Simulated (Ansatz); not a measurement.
The reference is InSb in the zinc blende structure (space group F-43m, No. 216).

```
CELL_PARAMETERS angstrom
      0.00000     3.27863     3.27863
      3.27863     0.00000     3.27863
      3.27863     3.27863     0.00000
ATOMIC_POSITIONS crystal
  Sb 0.75000 0.75000 0.75000
  In 0.00000 0.00000 0.00000
```

Cartesian axes are those of the cell as printed.

The values are results of r2SCAN (Ansatz, a program for electronic structure, PAW, without spin-orbit coupling), earlier PAW set, not measurements.

Strains are applied to the cell and any free atomic positions relax.

One change was made to it. Results:

```json
[
 {"quantity": "pressure", "base": "0.0 GPa", "after": "-1.0 GPa"},
 {"quantity": "energy relative to the base (free energy F)", "base": "0 meV/atom", "after": "+2.8 meV/atom"}
]
```

Problem. What was done to the base?
A. isotropic strain +2.45 %
B. uniaxial strain ε_xx = +0.17 %
C. uniaxial strain ε_xx = −1.56 %
D. isotropic strain +0.82 %

Solution. D, isotropic strain +0.82 %. For comparison, the pressure in the other runs: uniaxial strain ε_xx = +0.17 % gives -0.1 GPa; uniaxial strain ε_xx = −1.56 % gives 0.7 GPa; isotropic strain +2.45 % gives -2.6 GPa.

Stability against distortions was not tested. All final runs are without spin polarisation.
